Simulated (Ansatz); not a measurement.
Surface: Si(111) 1x1 surface, 6 top atoms, 3 bilayers, bottom bilayer H-capped and fixed, every top atom capped by H; cell 11.5 x 6.6 Å; two neighbouring H replaced by OH; about 7 Å thick over the host's atoms, 18 atoms held. All values below come from PBE-D3(BJ) (plane waves to 420 eV, PAW; Ansatz, a first-principles code). k mesh 1 x 2 x 1. The slab states are spin-polarised. No Hubbard U. Slab thickness, cell and mesh are as stated and are not converged limits. No zero-point or entropy terms are included. Each state was relaxed from one prepared geometry.

End state of this step: MoCl5 exchanges a ligand with a surface O-H group and HCl forms. Atoms near the product:

```csv
atom,x (Å),y (Å),z (Å)
Si(0),-0.017,6.670,9.522
Si(1),1.900,3.346,9.551
H(14),-0.050,6.683,11.018
H(29),3.859,6.622,11.025
H(47),1.455,4.793,12.360
O(48),1.799,3.433,11.218
H(49),2.463,2.931,11.762
Mo(a0),5.873,3.313,12.896
Cl(a1),1.312,5.782,13.216
Cl(a2),4.834,4.903,14.097
Cl(a3),6.914,1.569,13.881
Cl(a4),7.844,4.536,13.017
Cl(a5),3.875,2.008,13.000
```

Q: What energy does it take to move HCl into the gas, one a cell, with the surface relaxed behind it, and what are its closest contacts before it leaves?

A: 0.34 eV. Its closest contacts to the rest of the cell: H(47)...O(48) 1.81 Å, H(47)...H(49) 2.20 Å, Cl(a1)...H(14) 2.74 Å.

Here MoCl5 is the monomer.
